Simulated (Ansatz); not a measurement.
The reference is AlP in the zinc blende structure (space group F-43m, No. 216; a = 5.508 Å).

Calculations: plane-wave PAW DFT at the PBE level (Ansatz, an electronic-structure program, 420 eV), no spin-orbit coupling.

Base values:

| Quantity | Result |
|---|---|
| Gap between the host's bands | 1.63 eV |
| Gap character | indirect, Γ → X |

One thing is altered: 0.0835 electrons added to each cell, a density of 2.0×10^21 cm⁻³, with a uniform compensating background at fixed cell and a 300 K Fermi–Dirac width.

### Question
Estimate the effect on the Fermi level from band edge, gap between the host's bands and gap character.

### Answer
The Fermi level relative to the doped band's edge (positive inside the band; to 0.05 eV) is +0.55 eV; the gap between the host's bands falls by 0.04 eV, from 1.63 eV to 1.59 eV; the gap character stays indirect, Γ → X.

Charged cell with a jellium background: band edges are those of the host's band count, energies are not comparable with the neutral cell, and many-body gap narrowing is missing. No phonon test of stability was made.
